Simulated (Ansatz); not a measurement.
Band structure of MnCrSeS (R3m, 4 atoms in the cell).

```
MnCrSeS
1.0
    1.87543     1.08278     5.93625
   -1.87543     1.08278     5.93625
    0.00000    -2.16556     5.93625
Mn Cr Se S
1 1 1 1
Direct
  0.48856   0.48856   0.48856
  0.00876   0.00876   0.00876
  0.25413   0.25413   0.25413
  0.74854   0.74854   0.74854
```
Moments meant for the start (each program seeds them in its own way; μB, in the order of the atoms Mn Cr Se S): 4.0 3.0 0.0 0.0.

Method of the run: LDA (PW92), PAW files made with PBE (plane waves; Ansatz, a program for electronic structure).

Settings: basis.ecutwfc = 30.9 Ry; kpoints.mp_grid.grid = 5 5 5; hamiltonian.xc = lda; hamiltonian.pseudopotentials = {kind: paw} (the program's default PAW files); magnetization.spin_polarized = true; scf.occupations.method = gaussian; scf.occupations.width = 0.0147 Ry; kpoints.band_path.path = [[0.0, 0.0, 0.0], [0.5, 0.0, 0.0], [0.5, 0.18884686, -0.18884686]]; kpoints.band_path.npoints = 8.

The starting cell comes from a database of computed structures (which also holds hypothetical and non-ambient phases and stackings), without a prior relaxation at this level. Its lattice was rescaled by a random factor within 2.5 % of one. The magnetic order is the one reached from the typed start; others were not searched systematically.

Levels in eV from the Fermi level, bands 26 to 33 of the first spin channel:
| point | 26 | 27 | 28 | 29 | 30 | 31 | 32 | 33 |
|---|---|---|---|---|---|---|---|---|
| Γ | -1.60 | -1.46 | -1.46 | -0.98 | 1.40 | 1.40 | 1.57 | 2.74 |
| L | -1.30 | -1.29 | -1.04 | -1.02 | 0.16 | 0.29 | 2.96 | 3.42 |
| B1 | -1.44 | -1.31 | -0.98 | -0.89 | -0.16 | 0.27 | 3.42 | 3.82 |

Bands cross the Fermi level along this path, so the cell is metallic at this level.

The net moment of the cell came out as 7.93 μB.

Keys are those of Ansatz 0.2.
